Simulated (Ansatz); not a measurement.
Consider PbSe in the rock salt structure (space group Fm-3m, No. 225; a = 6.102 Å). Axes: x, y, z lie along the cube axes.

One thing is altered: biaxial strain −2.28 %, plane normal [001], relaxed out of plane (Cartesian); in-plane vectors clamped, the third vector and the atoms free.

Levels (all Ansatz, a program for electronic structure, PAW): PBEsol (420 eV, without spin-orbit coupling); r2SCAN (500 eV, no SOC); HSE06 (420 eV, no SOC).

At the geometry relaxed with PBEsol, these levels gave the following band gaps, in shuffled order: (a) zero, (b) 0.35 eV, (c) 0.44 eV.

Question: Match each gap to its level.

Answer: (a) PBEsol; (b) r2SCAN; (c) HSE06.

Single points use the geometry relaxed with PBEsol. HSE06 was sampled on its mesh, a few special points and the semilocal edge points, so its gap is an upper bound. Spin-orbit coupling, missing from the scalar runs, can matter with Pb. Stability against distortions was not tested. The final runs are not spin-polarised. Gaps under 0.05 eV, about the width of the smearing, are given as zero. The zero or small gap of PbSe can change with the level of theory.
